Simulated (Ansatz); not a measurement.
## What uniaxial strain ε_zz = −3.00 % does to SnO2

The parent structure is SnO$_{2}$ in the rutile structure (space group P4_2/mnm, No. 136; a = 4.769 Å, c = 3.212 Å). Axes: x, y, z lie along a, b, c of the conventional cell.

One thing is altered: the cell is compressed by 3.00 % along z with no lateral relaxation; the atoms relax in the strained cell.

Computed with PBEsol (Ansatz, a quantum-chemistry and plane-wave program; PAW; 420 eV plane waves; scalar-relativistic without spin-orbit coupling). Γ-centred 7×7×10 mesh, Fermi–Dirac width 0.05 eV.

- Volume per atom = 11.81 Å³ (base 12.18 Å³)
- Space group = P4_2/mnm (No. 136) (base P4_2/mnm (No. 136))
- Shortest interatomic distance = 2.040 Å (base 2.066 Å)
- Energy relative to the base (free energy F) = +15 meV/atom
- Pressure (mean of the normal stresses, compression positive) = 75.5 kbar (base 0.0 kbar)
- Band gap = 1.33 eV (base 0.92 eV)
- Gap character = direct at Γ (base direct at Γ)
- Width of the top valence band = 1.29 eV (base 1.24 eV)
- Electron mass = 0.19 mₑ along z, 0.22 mₑ across (at Γ) (base 0.17 mₑ along c, 0.19 mₑ across (at Γ))
- Hole mass = 1.8 mₑ along z, 1.2 mₑ across (at Γ) (base 1.7 mₑ along c, 1.3 mₑ across (at Γ))
- Valence-band top at Γ (three highest levels, from the VBM) = 0.00, -0.85, -0.85 eV (base 0.00, -0.77, -0.77 eV)
- Largest internal atomic displacement = 0.011 Å
- Stress (xx, yy, zz, yz, xz, xy; compression positive) = (4.66, 4.66, 13.34, 0.00, 0.00, 0.00) GPa

Cost of the whole job for the changed cell (relaxation, final SCF and bands): very roughly 30 core-seconds.

Effective masses come from finite differences of ±0.01 Å⁻¹. Stability against distortions was not tested.
